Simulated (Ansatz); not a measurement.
Take InAs in the zinc blende structure (space group F-43m, No. 216) as the base.

```
CELL_PARAMETERS angstrom
      0.00000     3.05478     3.05478
      3.05478     0.00000     3.05478
      3.05478     3.05478     0.00000
ATOMIC_POSITIONS crystal
  In 0.00000 0.00000 0.00000
  As 0.25000 0.25000 0.25000
```

Cartesian axes are those of the cell as printed.

Calculations: Ansatz (a quantum-chemistry and plane-wave program), r2SCAN, PAW, cutoff 500 eV, scalar-relativistic without spin-orbit coupling.

Strains are applied to the cell and any free atomic positions relax.

One change was made to it. Results:

The shortest interatomic distance drops by 0.0051 Å to 2.640 Å; the energy increases by 1.0 meV/atom; the pressure (mean of the normal stresses, compression positive) remains 0.0 GPa.

Problem. Name the change that was made.
(A) tensor shear ε_xy = +2.00 %
(B) tensor shear ε_xy = +1.43 %
(C) tensor shear ε_xy = +1.71 %
(D) tensor shear ε_xy = +0.86 %

Solution. D, tensor shear ε_xy = +0.86 %. For comparison, the energy relative to the base in the other runs: tensor shear ε_xy = +2.00 % gives +5.4 meV/atom; tensor shear ε_xy = +1.43 % gives +2.8 meV/atom; tensor shear ε_xy = +1.71 % gives +3.9 meV/atom.

Whether these cells are dynamically stable was not tested. All final runs are without spin polarisation.
